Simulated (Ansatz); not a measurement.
**WC, response to strain**

The parent structure is WC (space group P-6m2, No. 187; a = 2.8843 Å, c = 2.8115 Å; relaxed with 0.1 eV smearing). Axes: x lies along a and z along c of the hexagonal cell.

Strains are applied to the cell and any free atomic positions relax.

Calculations: LDA (Ansatz, an electronic-structure program, PAW, no spin-orbit coupling).

Candidates:
(a) uniaxial strain ε_zz = +2.00 %
(b) uniaxial strain ε_zz = −2.00 %
(c) uniaxial strain ε_zz = +1.00 %
(d) uniaxial strain ε_zz = +0.50 %
(e) uniaxial strain ε_zz = −3.00 %

Notes on the quantities. energy relative to the base: free energy F.

### Question
Order them by energy relative to the base, highest first.

### Answer
(e) uniaxial strain ε_zz = −3.00 % (+31 meV/atom), (b) uniaxial strain ε_zz = −2.00 % (+13 meV/atom), (a) uniaxial strain ε_zz = +2.00 % (+12 meV/atom), (c) uniaxial strain ε_zz = +1.00 % (+3.2 meV/atom), (d) uniaxial strain ε_zz = +0.50 % (+0.8 meV/atom)

No phonon test of stability was made. The final runs are not spin-polarised.
